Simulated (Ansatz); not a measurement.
The reference is MoSi2 (space group I4/mmm, No. 139; a = 3.174 Å, c = 7.779 Å; relaxed with 0.1 eV smearing). Axes: x, y, z lie along a, b, c of the conventional cell.

The values are results of Kohn–Sham DFT with the LDA functional, run in Ansatz (a program for electronic structure) with PAW and 420 eV plane waves, without spin-orbit coupling, not measurements.

Strains are applied to the cell and any free atomic positions relax.

One change was made to it. Results:

The energy grows by 9.2 meV/atom; the pressure (mean of the normal stresses, compression positive) goes from zero to 5.3 GPa; the shortest interatomic distance shrinks by 0.0454 Å (2.564 Å → 2.518 Å).

Q: What was done to the base?
(A) uniaxial strain ε_zz = −1.00 %
(B) uniaxial strain ε_zz = −3.00 %
(C) uniaxial strain ε_zz = −2.00 %
(D) uniaxial strain ε_zz = +2.00 %

A: C, uniaxial strain ε_zz = −2.00 %. For comparison, the pressure in the other runs: uniaxial strain ε_zz = −1.00 % gives 2.5 GPa; uniaxial strain ε_zz = +2.00 % gives -4.5 GPa; uniaxial strain ε_zz = −3.00 % gives 8.3 GPa.

Whether these cells are dynamically stable was not tested. All final runs are without spin polarisation.
